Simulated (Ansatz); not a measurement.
Base system: TiC in the rock salt structure (space group Fm-3m, No. 225; a = 4.2930 Å; relaxed with 0.1 eV smearing). Axes: x, y, z lie along the cube axes.

The values are results of Ansatz (an electronic-structure program), PBEsol, PAW, cutoff 420 eV, no SOC, earlier PAW set, not measurements.

A first run, uniaxial strain ε_zz = −1.73 %, gives secant values C11 ≈ 610 GPa and C12 ≈ 130 GPa from its stress. A second run applies isotropic strain +1.33 %.

**Question.** What does linear elasticity predict for the bulk modulus −ΔP/(ΔV/V₀) in the second run, and what does the run give?

**Answer.** Linear elasticity: (C11 + 2 C12)/3 = 290 GPa. The run gives 240 GPa; any difference comes from nonlinear terms at these strains and numerical noise.

Whether these cells are dynamically stable was not tested. All final runs are without spin polarisation.
